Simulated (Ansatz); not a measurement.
Start from W in the bcc (W type) structure (space group Im-3m, No. 229; a = 3.169 Å). Axes: x, y, z lie along the cube axes.

Level of theory: r2SCAN (Ansatz, a program for electronic structure), no spin-orbit coupling.

Base values:

| Property | Result |
|---|---|
| Shortest interatomic distance | 2.745 Å |
| Pressure | 0.0 GPa |
| Band gap | zero |

Modification: the symmetric strain tensor [0.0082 -0.0005 -0.0047; -0.0005 -0.0078 0.0103; -0.0047 0.0103 -0.0319], atoms relaxed at fixed cell.

Problem. Estimate the effect on the energy relative to the base.

Solution. The energy goes up by 35 meV/atom.

Problem. Estimate the effect on the shortest interatomic distance.

Solution. The shortest interatomic distance drops by 0.055 Å, from 2.745 Å to 2.690 Å.

Problem. Estimate the effect on the pressure.

Solution. The pressure (mean of the normal stresses, compression positive) goes from zero to 11.2 GPa.

Problem. What does the calculation give for the band gap after the change?

Solution. The band gap is still zero.

Without a gap, meshes like the base's 21×21×21 leave anisotropic stresses uncertain by several tenths of a GPa, and small strain energies with them. Stability against distortions was not tested. The final runs are not spin-polarised.
